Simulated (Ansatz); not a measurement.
Worked example: self-consistent single point of AlAu (P4mm, 2 atoms in the cell) in Ansatz (a quantum-chemistry and plane-wave program).

Level of theory: LDA (PW92), default PAW files made with PBE (plane waves; Ansatz).

The change in words: lattice scaled by 0.98; basis.ecutwfc: 30.9 Ry → 24.6 Ry. Reference geometry:
```
AlAu
1.0
    3.21427     0.00000     0.00000
    0.00000     3.21427     0.00000
    0.00000     0.00000     3.21427
Al Au
1 1
Direct
  0.00000   0.00000   0.01556
  0.50000   0.50000   0.50000
```

Reference input (self-consistent single point, DFT, LDA (PW92), plane waves, default PAW files made with PBE): basis.ecutwfc = 30.9 Ry; kpoints.mp_grid.grid = 10 10 10; hamiltonian.xc = lda; hamiltonian.pseudopotentials = {kind: paw} (the program's default PAW files); scf.occupations.method = gaussian; scf.occupations.width = 0.0073 Ry. This run's input differs from it in these lines:

Ansatz 0.2 input:
```diff
@@ -3,5 +3,5 @@
   lattice:
-    - [3.214268, 0.000000, 0.000000]
-    - [0.000000, 3.214268, 0.000000]
-    - [0.000000, 0.000000, 3.214268]
+    - [3.149983, 0.000000, 0.000000]
+    - [0.000000, 3.149983, 0.000000]
+    - [0.000000, 0.000000, 3.149983]
   atoms:
@@ -10,3 +10,3 @@
 basis:
-  ecutwfc: 30.9 Ry
+  ecutwfc: 24.6 Ry
 kpoints:
```

The program printed (abridged):

```
SCF iter   1: F=—  HF=-13378.401035 eV  |F-HF|=—  |Δ(HF+E_count)|=         —  Δρ=5.97e-3  dr2=8.35e-3  ethr=1.77e-3  ⟨swp⟩=4.5  Hψ=8735  notcnv=0
all-band conjugate gradients solve this SCF's bands
preconditioner: auto → none
SCF iter   2: F=—  HF=-13378.399993 eV  |F-HF|=—  |Δ(HF+E_count)|=   1.04e-3  Δρ=3.48e-3  dr2=2.83e-3  ethr=3.80e-5  ⟨swp⟩=1.0  Hψ=2898  notcnv=0
SCF iter   3: F=—  HF=-13378.399427 eV  |F-HF|=—  |Δ(HF+E_count)|=   5.66e-4  Δρ=8.56e-4  dr2=3.04e-4  ethr=1.29e-5  ⟨swp⟩=2.2  Hψ=2609  notcnv=0
SCF iter   4: F=—  HF=-13378.399345 eV  |F-HF|=—  |Δ(HF+E_count)|=   8.18e-5  Δρ=3.00e-4  dr2=2.27e-5  ethr=1.38e-6  ⟨swp⟩=2.1  Hψ=2769  notcnv=0
SCF iter   5: F=—  HF=-13378.399342 eV  |F-HF|=—  |Δ(HF+E_count)|=   3.14e-6  Δρ=5.36e-5  dr2=7.47e-7  ethr=1.03e-7  ⟨swp⟩=2.8  Hψ=3252  notcnv=0
SCF iter   6: F=-13378.399342 eV  HF=-13378.399342 eV  |F-HF|=3.87e-9  |Δ(HF+E_count)|=   1.31e-7  Δρ=4.61e-6  dr2=6.33e-9  ethr=4.55e-10  ⟨swp⟩=5.3  Hψ=7679  notcnv=0
SCF 1 converged in 6 iterations: F = -13378.399342 eV  dr2 = 6.33e-9
Free energy (F): -13378.399342 eV
Internal energy: -13378.395641 eV  (E = F + TS)
E sigma→0 (E₀):  -13378.397492 eV
Entropy (-TS):   -0.003701 eV (-1.850 meV/atom)
Fermi energy:    16.382180 eV
--- Forces (eV/Å), atoms counted from 1 ---
  atom   1  Al     0.00000000     0.00000000    -0.10876004
  atom   2  Au    -0.00000000     0.00000000     0.10878220
--- Stress (GPa, compression-positive) ---
        0.272143       0.000000       0.000000
        0.000000       0.272143       0.000000
        0.000000       0.000000       0.171752
  P = ⅓ Tr σ = 0.2387 GPa (2.387 kbar)
  The stress holds the Pulay correction. Without it, at fixed plane waves, as pw.x and ABINIT print it: P = -1.4295 GPa
```

The run converged in 6 iterations. Against the reference run the free energy falls by 7.8 meV/atom, the pressure goes from -7.00 to 0.24 GPa and the largest force goes from 0.058 to 0.109 eV/Å.

The starting cell comes from a database of computed structures (which also holds hypothetical and non-ambient phases and stackings), without a prior relaxation at this level. Its lattice was rescaled by up to half a per cent. One atom was moved a little off its site on purpose. For this run, on top of that: lattice scaled by 0.98. Ansatz's pressure includes its estimate of the finite-basis (Pulay) stress. Without the estimate this run gives -1.43 GPa. The cutoff lies below the one recommended for these files.
